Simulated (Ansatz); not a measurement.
# Step by step: energy of one form of HgS over another

Consider the energy of one form of HgS over another. The value is E(A) − E(B), in meV per atom.

A: HgS (P3₂21), 6 atoms in the cell.
```
CELL_PARAMETERS angstrom
      4.16416     0.00000     0.00000
     -2.08208     3.60627     0.00000
      0.00000     0.00000     9.51710
ATOMIC_POSITIONS crystal
  Hg 0.28488 0.00000 0.66667
  Hg 0.00000 0.28488 0.33333
  Hg 0.71512 0.71512 0.00000
  S  0.50251 0.00000 0.16667
  S  0.00000 0.50251 0.83333
  S  0.49749 0.49749 0.50000
```

B: HgS (zinc blende, F-43m), 2 atoms in the cell. Conventional cell: a = b = c = 5.913 Å, α = β = γ = 90.00°.

Method: Ansatz (a program for electronic structure), PAW, neutral cells at 0 K with nuclei at rest, on structures from PBE+D3(BJ). Ansatz runs with its PAW set soft_1. Other levels take these structures. The lattices are those relaxed with PBE+D3(BJ), so at other levels the solids can be strained, which adds to the spread. Spin-orbit coupling is left out.

Total energies of the cells in eV, at zero smearing width. They compare only within one column; the weights balance every element.

```tsv
cell	atoms	weight	PBE+D3(BJ)	PBEsol
A: HgS (P3₂21)	6	+1	-44155.73286	-43665.64612
B: HgS (zinc blende)	2	−3	-14718.53239	-14555.23041
```

PBE+D3(BJ): (-44155.73286) − 3 × (-14718.53239) = -0.136 eV; dividing by 6 atoms gives -23 meV/atom.

PBEsol: (-43665.64612) − 3 × (-14555.23041) = 0.045 eV; dividing by 6 atoms gives 8 meV/atom.

What follows from the PBE+D3(BJ) value: Against the thermal energy at 300 K, k_BT = 25.9 meV, the difference of 22.6 meV per atom is 0.87 k_BT. To turn the order at 1000 K, where k_BT = 86.2 meV, the higher one would need 0.26 k_B per atom more entropy.
